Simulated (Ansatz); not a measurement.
The reference is NaCl in the zinc blende structure (space group F-43m, No. 216; a = 6.177 Å; a hypothetical phase, not in the database extracts checked). Axes: x, y, z lie along the cube axes.

All numbers come from Ansatz (a program for electronic structure) r2SCAN, scalar-relativistic without spin-orbit coupling.

For the base:

```
Property             Value
-------------  -----------
Gap character  direct at Γ
Band gap           5.55 eV
```

Now apply this change: uniaxial stress, 8 GPa tension along x, with the cell and atoms free to relax against it.

Problem. Estimate the effect on the strain response, gap character and band gap.

Solution. The strain response (xx, yy, zz) is (+41.71, −11.46, −11.46) %; the gap character changes from direct at Γ to indirect, N → Γ; the band gap decreases by 1.65 eV to 3.90 eV.

Stability under load was not tested beyond the relaxation. Under uniaxial stress, 8 GPa tension along x the cell changed shape so far that it is another structure. k-point labels follow each cell's own Brillouin zone.
